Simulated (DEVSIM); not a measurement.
Structure: GaAs p-i-n diode, at 300 K.

```csv
layer (left to right),material,thickness (μm),Nd (cm⁻³),Na (cm⁻³),τn (s),τp (s)
1,GaAs,0.120,-,6.2e17,2.2e-9,2.2e-9
2,GaAs,2.90,1.4e13,-,2.2e-9,2.2e-9
3,GaAs,0.220,1.6e17,-,2.2e-9,2.2e-9
```

Left contact: ohmic. Right contact: ohmic. Voltage is applied to the left contact. Recombination: SRH at mid-gap, radiative, Auger. Mobility is μmin + (μ − μmin)/(1 + (N/Nref)^α).

Constants are typed, rounded textbook-type inputs, not results; the design itself was drawn at random and stands for no fabricated device. Values at 300 K; Nc and Nv go as T^1.5, mobilities as T to minus their exponent, the gap by Varshni's rule with the affinity fixed.

| parameter | GaAs |
|---|---|
| gap (eV) | 1.424 |
| affinity (eV) | 4.07 |
| permittivity | 12.9 |
| Nc (cm⁻³) | 4.7e17 |
| Nv (cm⁻³) | 9e18 |
| μn (cm²/Vs) | 8500 |
| μp (cm²/Vs) | 400 |
| μn,min | 500 |
| μp,min | 20 |
| Nref,n | 6e16 |
| Nref,p | 1.5e17 |
| αn | 0.39 |
| αp | 0.38 |
| T exponent of μn | 2.1 |
| T exponent of μp | 2.2 |
| B (cm³/s) | 2e-10 |
| Cn (cm⁶/s) | 1e-30 |
| Cp (cm⁶/s) | 1e-30 |
| Varshni α (eV/K) | 0.000541 |
| Varshni β (K) | 204 |

DEVSIM, 1D drift-diffusion, Boltzmann statistics, complete ionisation; no tunnelling, impact ionisation, image-force lowering or self-heating.

Base results: dark forward voltage at 100 A/cm² (V) 1.122; potential step across the device at zero bias (V) 1.327; dark forward voltage at 1 A/cm² (V) 0.928.

Question: What follows from this one change: thickness of layer 1 0.12 → 0.072 μm?

Answer: dark forward voltage at 100 A/cm² 1.122 → 1.114 V; potential step across the device at zero bias little changed (1.327 V); dark forward voltage at 1 A/cm² little changed (0.927 V).

Question: What follows from this one change: temperature 300 → 500 K?

Answer: dark forward voltage at 100 A/cm² 1.122 → 0.779 V; potential step across the device at zero bias 1.327 → 1.101 V; dark forward voltage at 1 A/cm² 0.928 → 0.447 V.

Question: What follows from this one change: constant mobility in place of the doping-dependent one?

Answer: dark forward voltage at 100 A/cm² 1.122 → 1.103 V; potential step across the device at zero bias little changed (1.327 V); dark forward voltage at 1 A/cm² little changed (0.925 V).
